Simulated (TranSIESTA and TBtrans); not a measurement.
Pb chain with one bond stretched by 2.0 Å

Device: Pb chain with one bond stretched by 2.0 Å. Leads: straight Pb chain, spacing 2.708 Å. Geometry: as built, not relaxed.

Computed with TranSIESTA and TBtrans, PBE, DZP numerical orbitals (energy shift 0.15 eV), PseudoDojo norm-conserving scalar-relativistic potentials, mesh cutoff 200 Ry, 300 K, no spin polarisation, no spin-orbit coupling; self-consistent non-equilibrium Green functions.

- Conductance at 300 K (G0 = 2e²/h): 0.27
- Thermopower (μV/K): -2.2
- Mean T from −0.5 to 0.5 eV: 0.25

Energies count from the leads' Fermi level. Transmissions are for one spin of a degenerate pair. The energy step is 0.01 eV; narrower resonances are cut or missed.

```tsv
E (eV)	T	lead channels
-2.00	0.059	1
-1.90	0.065	1
-1.80	0.071	1
-1.70	0.077	1
-1.60	0.083	1
-1.50	0.089	1
-1.40	0.095	1
-1.30	0.10	1
-1.20	0.11	1
-1.10	0.11	1
-1.00	0.12	1
-0.90	0.13	3
-0.80	0.14	3
-0.70	0.15	3
-0.60	0.16	3
-0.50	0.18	3
-0.40	0.20	3
-0.30	0.22	3
-0.20	0.24	3
-0.10	0.26	3
0.00	0.28	3
0.10	0.28	3
0.20	0.28	3
0.30	0.28	3
0.40	0.28	3
0.50	0.28	3
0.60	0.28	3
0.70	0.28	3
0.80	0.29	3
0.90	0.29	3
1.00	0.29	3
1.10	0.30	3
1.20	0.31	3
1.30	0.31	3
1.40	0.32	3
1.50	0.33	3
1.60	0.34	3
1.70	0.35	3
1.80	0.36	3
1.90	0.37	3
2.00	0.38	3
```

The straight chain is held at its spacing; free chains may zigzag or dimerise. No spin-polarised start was tried, so a magnetic state, if there is one, is missed. Spin-orbit coupling, left out here, matters for the heavy atoms.
